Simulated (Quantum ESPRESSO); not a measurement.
A user runs Quantum ESPRESSO on SrNbO3 (Pnma, 20 atoms in the cell) and asks whether the run is sound. The aim is a self-consistent single point with DFT, PBEsol, plane waves, GBRV 1.5 ultrasoft (PBESOL) pseudopotentials.

Cell that was meant: a = 5.7302 Å, b = 8.1351 Å, c = 5.7267 Å, α = 90.00°, β = 90.00°, γ = 90.00°.

Part of the input:

```fortran
 occupations = 'smearing'
 smearing = 'marzari-vanderbilt'
 degauss = 0.0099958
 tot_charge = 1
/
&electrons
 conv_thr = 1.0d-9
```

Output (repeated stretches shortened):

```
     Message from routine setup:
     using ibrav=0 with symmetry is DISCOURAGED, use correct ibrav instead
     G-vector sticks info
   [... lines left out ...]
        k(    2) = (   0.1000000   0.0880472   0.3001839), wk =   0.1600000
        k(    3) = (   0.1000000   0.0880472  -0.5003065), wk =   0.0800000
   [... 15 lines left out ...]

     Dense  grid:   174239 G-vectors     FFT dimensions: (  64,  90,  64)

     Smooth grid:    61605 G-vectors     FFT dimensions: (  48,  64,  48)

     Initial potential from superposition of free atoms

     starting charge     163.8670, renormalised to     163.0000

     negative rho (up, down):  2.516E-01 0.000E+00
     Self-consistent Calculation

     iteration #  1     ecut=    40.00 Ry     beta= 0.40

     negative rho (up, down):  2.541E-01 0.000E+00

     total energy              =   -1139.71228678 Ry
     estimated scf accuracy    <       8.38473960 Ry

     iteration #  2     ecut=    40.00 Ry     beta= 0.40

     negative rho (up, down):  2.569E-01 0.000E+00

     total energy              =   -1141.92373586 Ry
     estimated scf accuracy    <       1.43112998 Ry

     iteration #  3     ecut=    40.00 Ry     beta= 0.40

     negative rho (up, down):  2.611E-01 0.000E+00

     total energy              =   -1142.15041290 Ry
     estimated scf accuracy    <       0.07397445 Ry

   [... 8 blocks of this kind left out ...]

     iteration # 12     ecut=    40.00 Ry     beta= 0.40

     negative rho (up, down):  2.634E-01 0.000E+00

     total energy              =   -1142.15766400 Ry
     estimated scf accuracy    <          2.9E-09 Ry

     iteration # 13     ecut=    40.00 Ry     beta= 0.40

     negative rho (up, down):  2.635E-01 0.000E+00
     End of self-consistent calculation

     the Fermi energy is    12.7598 ev

!    total energy              =   -1142.15766400 Ry
     estimated scf accuracy    <          5.1E-10 Ry
     smearing contrib. (-TS)   =      -0.00236567 Ry
     internal energy E=F+TS    =   -1142.15529833 Ry

     convergence has been achieved in  13 iterations

     negative rho (up, down):  2.635E-01 0.000E+00

     Forces acting on atoms (cartesian axes, Ry/au):

     atom    1 type  1   force =     0.00056808    0.00000000   -0.00036842
     atom    2 type  1   force =    -0.00056808    0.00000000    0.00036842
     atom    3 type  1   force =    -0.00056808   -0.00000000   -0.00036842
     atom    4 type  1   force =     0.00056808   -0.00000000    0.00036842
   [... lines left out ...]
     Total force =     0.021500     Total SCF correction =     0.000004
   [... lines left out ...]

     negative rho (up, down):  2.635E-01 0.000E+00
          total   stress  (Ry/bohr**3)                   (kbar)     P=     -167.85
  -0.00116036   0.00000000   0.00000000         -170.70        0.00        0.00
   0.00000000  -0.00109397   0.00000000            0.00     -160.93        0.00
   0.00000000   0.00000000  -0.00116883            0.00        0.00     -171.94

   JOB DONE.
```

Q: Can these results be used? Check the input.

A: The run is not sound. The fault is an unintended net charge. A charged periodic cell changes the electron count and is neutralised by a uniform background, so energy, forces and pressure belong to another system. To fix it, remove the charge. The run converged in 13 iterations without an error; against the sound input the pressure goes from -6.47 to -16.79 GPa and the largest force goes from 0.094 to 0.178 eV/Å. The full log also holds: “c_bands:  2 eigenvalues not converged”.

An input that runs soundly differs in these lines (not the only fix; some lines may just follow from the change or write a value another way):
```diff
- tot_charge = 1
```

With that input, the run converged in 13 iterations: free energy E − TS -15526.9272 eV; Fermi level (on the code's own zero) 13.08 eV; pressure -6.47 GPa; largest force (vector length) 0.094 eV/Å (DFT, PBEsol, plane waves, GBRV 1.5 ultrasoft (PBESOL) pseudopotentials).

On the sound input: the starting cell comes from a database of computed structures (which also holds hypothetical and non-ambient phases and stackings), without a prior relaxation at this level. Spin polarisation is off. With a pressure of about -6 GPa the cell is away from its equilibrium volume at this level.
